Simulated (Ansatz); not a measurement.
hypothetical anti-perovskite Mg3PbO with two functionals, pressure 0.3 GPa

Take Mg3PbO in the anti-perovskite structure (space group Pm-3m, No. 221; a = 4.434 Å; a hypothetical phase, not in the database extracts checked) as the base.

(Cell as relaxed with PBE.)

Levels (all Ansatz, a program for electronic structure, PAW): PBE (420 eV, spin-orbit coupling left out); PBEsol (420 eV, no spin-orbit coupling).

Each level relaxes its own structure.

| base | PBE | PBEsol |
|---|---|---|
| volume per atom | 17.44 Å³ | 16.86 Å³ |
| lattice parameter a | 4.434 Å | 4.385 Å |
| band gap | zero | zero |

Now apply this change: cell and atoms relaxed at a pressure of 0.3 GPa.

```json
[
 {"quantity": "volume per atom", "PBE": "17.36 Å³", "PBEsol": "16.79 Å³"},
 {"quantity": "band gap", "PBE": "zero", "PBEsol": "zero"}
]
```

PBE's volume per atom lies 0.57 Å³ above PBEsol's (3.4 %); the two agree on the band gap. Neither level is exact; PBEsol is the comparison here, not a measurement.

Load acts through the strain it causes; cell and atoms are relaxed under it. No phonon test of stability was made. The final runs are not spin-polarised. A zero or small gap of Mg3PbO can be the functional's error rather than a property of the material.
